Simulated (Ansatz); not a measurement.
The starting structures come from a database of crystals and need not be the phases stable at ambient conditions.

The decay constant κ of evanescent states in the gap governs leakage through a thin film.

```yaml
crystal:
  lattice:
    - [5.71285, 0.00000, 0.00000]
    - [0.00000, 8.00743, 0.00000]
    - [0.00000, 0.00000, 6.37266]
  atoms:
    - { symbol: Na, position: [0.50000, 0.00000, 0.00000] }
    - { symbol: Na, position: [0.00000, 0.00000, 0.50000] }
    - { symbol: Na, position: [0.00000, 0.50000, 0.50000] }
    - { symbol: Na, position: [0.50000, 0.50000, 0.00000] }
    - { symbol: I, position: [0.98870, 0.25000, 0.00898] }
    - { symbol: I, position: [0.01130, 0.75000, 0.99102] }
    - { symbol: I, position: [0.48870, 0.75000, 0.49102] }
    - { symbol: I, position: [0.51130, 0.25000, 0.50898] }
    - { symbol: O, position: [0.86361, 0.41823, 0.16482] }
    - { symbol: O, position: [0.13639, 0.58177, 0.83518] }
    - { symbol: O, position: [0.36361, 0.58177, 0.33518] }
    - { symbol: O, position: [0.63639, 0.41823, 0.66482] }
    - { symbol: O, position: [0.63639, 0.08177, 0.66482] }
    - { symbol: O, position: [0.36361, 0.91823, 0.33518] }
    - { symbol: O, position: [0.13639, 0.91823, 0.83518] }
    - { symbol: O, position: [0.86361, 0.08177, 0.16482] }
    - { symbol: O, position: [0.28995, 0.25000, 0.09439] }
    - { symbol: O, position: [0.71005, 0.75000, 0.90561] }
    - { symbol: O, position: [0.78995, 0.75000, 0.40561] }
    - { symbol: O, position: [0.21005, 0.25000, 0.59439] }
```

Space group of this cell: Pnma. The cell is taken as given; by r2SCAN its mean pressure is 0.7 GPa.

Transport runs along the normal of the first two printed cell vectors.

No gap correction and no spin-orbit coupling; mid-gap values are interpolated between computed energies.

Q: Compute, with r2SCAN in Ansatz (a first-principles code), the band gap and the smallest decay constant κ at mid-gap.

A: Gap 4.18 eV on a 6×4×6 mesh; κ = 0.550 1/Å, at (0.167, 0.000) of the in-plane reciprocal vectors. At the zone centre, at the nearest computed energy, the slowest state has κ = 0.56 1/Å.
